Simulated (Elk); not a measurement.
Band structure of C (Fd-3m, 2 atoms in the cell).

```
C
1.0
    0.00000     1.75545     1.75545
    1.75545     0.00000     1.75545
    1.75545     1.75545     0.00000
C
2
Direct
  0.50000   0.50000   0.50000
  0.75000   0.75000   0.75000
```

Computed with PBE, all-electron FP-LAPW, Elk's shipped species files, APW+lo basis with extra local orbitals run with Elk.

Settings: xctype = 20; rgkmax = 8; stype = 3; swidth = 0.00183747 Ha; ngridk = 13 13 13; gmaxvr = 16 1/bohr; nxlo = 2; lorbcnd = true; lmaxi = 2.

The starting cell comes from a database of computed structures (which also holds hypothetical and non-ambient phases and stackings), without a prior relaxation at this level. Its lattice was rescaled by a random factor within 2.5 % of one. Values depend on the basis (sphere radii, cutoffs, local orbitals), which need not be converged.

Levels in eV from the Fermi level, bands 1 to 8:
```
point       1       2       3      4     5      6      7      8
-----  ------  ------  ------  -----  ----  -----  -----  -----
Γ      -22.96   -0.86   -0.86  -0.86  4.88   4.88   4.88  13.63
X      -13.95  -13.95   -7.44  -7.44  4.01   4.01  16.69  16.69
W      -13.07  -13.07   -9.60  -9.60  9.98   9.98  12.11  12.11
K      -14.10  -12.89  -10.64  -6.47  4.95  10.25  14.08  15.54
L      -16.91  -14.76   -3.78  -3.78  7.81   7.81   8.68  15.27
U      -14.10  -12.89  -10.64  -6.47  4.95  10.25  14.08  15.54
```
